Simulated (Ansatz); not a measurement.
**TiN: tensor shear ε_yz = −1.40 %**

The reference is TiN in the rock salt structure (space group Fm-3m, No. 225; a = 4.204 Å). Axes: x, y, z lie along the cube axes.

Now apply this change: tensor shear ε_yz = −1.40 % (engineering shear γ = -0.0280), atoms relaxed at fixed cell.

Level of theory: Ansatz (a program for electronic structure) PBEsol, no spin-orbit coupling. k-mesh 19×19×19 (Γ-centred); smearing 0.05 eV (Fermi–Dirac).

```json
[
 {"quantity": "volume per atom", "base": "9.29 Å³", "changed": "9.29 Å³", "shift": "0.00 Å³"},
 {"quantity": "space group", "base": "Fm-3m (No. 225)", "changed": "Immm (No. 71)", "shift": "–"},
 {"quantity": "shortest interatomic distance", "base": "3.972 bohr", "changed": "3.972 bohr", "shift": "0.000 bohr"},
 {"quantity": "energy relative to the base (free energy F)", "base": "0 meV/atom", "changed": "+4.0 meV/atom", "shift": "+4.0 meV/atom"},
 {"quantity": "pressure (mean of the normal stresses, compression positive)", "base": "0.0 GPa", "changed": "0.1 GPa", "shift": "+0.1 GPa"},
 {"quantity": "band gap", "base": "zero", "changed": "zero", "shift": "–"},
 {"quantity": "stress (xx, yy, zz, yz, xz, xy; compression positive) (rough)", "base": "–", "changed": "(0.0, 0.1, 0.1, 4.9, 0.0, 0.0) GPa", "shift": "–"}
]
```

Final structure:

```xyz
2
Lattice="0.0000 2.0726 2.0726 2.1020 -0.0294 2.1020 2.1020 2.1020 -0.0294" Properties=species:S:1:pos:R:3 pbc="T T T"
N      0.0000     0.0000     0.0000
Ti     2.1020     2.0726     2.0726
```

Without a gap, meshes like the base's 19×19×19 leave anisotropic stresses uncertain by several tenths of a GPa, and small strain energies with them. The cells carry an imposed strain or load. Stability against distortions was not tested. The final runs are not spin-polarised. An odd electron count without spin: TiN.
